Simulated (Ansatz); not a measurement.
Reference: AlAs (F-43m), PBEsol, rigid bands (plane waves, PAW, scalar-relativistic; Ansatz, a first-principles code); axes and stresses refer to this cell.

```
CELL_PARAMETERS angstrom
      0.00000     2.83740     2.83740
      2.83740     0.00000     2.83740
      2.83740     2.83740     0.00000
ATOMIC_POSITIONS crystal
  Al 0.00000 0.00000 0.00000
  As 0.75000 0.75000 0.75000
```

- Seebeck coefficient, n-type 1e19 cm⁻³: -263 μV/K
- hole conductivity mass: 0.51 mₑ
- Seebeck coefficient, p-type 1e19 cm⁻³: 382 μV/K

**Question.** Change: spin-orbit coupling switched on. What happens to Seebeck coefficient, n-type 1e19 cm⁻³, hole conductivity mass, Seebeck coefficient, p-type 1e19 cm⁻³?

**Answer.** Seebeck coefficient, n-type 1e19 cm⁻³ moves little, to -263 μV/K; hole conductivity mass grows to 0.59 mₑ; Seebeck coefficient, p-type 1e19 cm⁻³ falls to 303 μV/K.

Masses are for dilute carriers at 300 K, harmonic means over directions unless an axis is named. Seebeck coefficients are for the stated density at 300 K, with one relaxation time for all states and whether or not that doping can be reached. Spin-orbit coupling is left out unless a row names it; without it hole values are far off for these elements.
